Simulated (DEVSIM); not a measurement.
Structure: abrupt In0.53Ga0.47As n-p junction, at 300 K.

Layer 1 from the left is In0.53Ga0.47As, thickness (μm) 17.0, Nd (cm⁻³) 2.1e16, τn (s) 3.1e-10, τp (s) 3.1e-10. Layer 2 from the left is In0.53Ga0.47As, thickness (μm) 8.60, Na (cm⁻³) 1.8e17, τn (s) 3.1e-10, τp (s) 3.1e-10.

Left contact: ohmic. Right contact: ohmic. Voltage is applied to the left contact. Recombination: SRH at mid-gap. Mobility is μmin + (μ − μmin)/(1 + (N/Nref)^α).

Constants are typed, rounded textbook-type inputs, not results; the design itself was drawn at random and stands for no fabricated device. Values at 300 K.

In0.53Ga0.47As: gap (eV) 0.74, affinity (eV) 4.51, permittivity 13.9, Nc (cm⁻³) 2.1e17, Nv (cm⁻³) 7.7e18, μn (cm²/Vs) 12000, μp (cm²/Vs) 300, μn,min 300, μp,min 10, Nref,n 1.3e17, Nref,p 4.9e17, αn 0.48, αp 0.4.

Question: Estimate by hand the built-in potential, the peak field at zero bias, the capacitance at 0.6 V, and compare with a numerical solution.

Answer: 
- Built-in potential: ni = √(Nc Nv) exp(−Eg/2kT) = 7.74e11 cm⁻³ with Eg = 0.740 eV; Vbi = kT/q ln(Na Nd/ni²) = 0.583 V; numerical 0.583 V.
- Peak field at zero bias: depletion approximation: W = √(2εVbi/(qN)) = 0.218 μm with N = 1.88e16 cm⁻³; field = 2Vbi/W = 53400 V/cm; numerical 51500 V/cm (estimate above by 3.7 %).
- Capacitance at 0.6 V: C = √(qεN / 2(Vbi + |V|)) = 39.6 nF/cm²; numerical 40.5 nF/cm² (estimate below by 2.2 %).

DEVSIM, 1D drift-diffusion, Boltzmann statistics, complete ionisation; no tunnelling, impact ionisation, image-force lowering or self-heating.
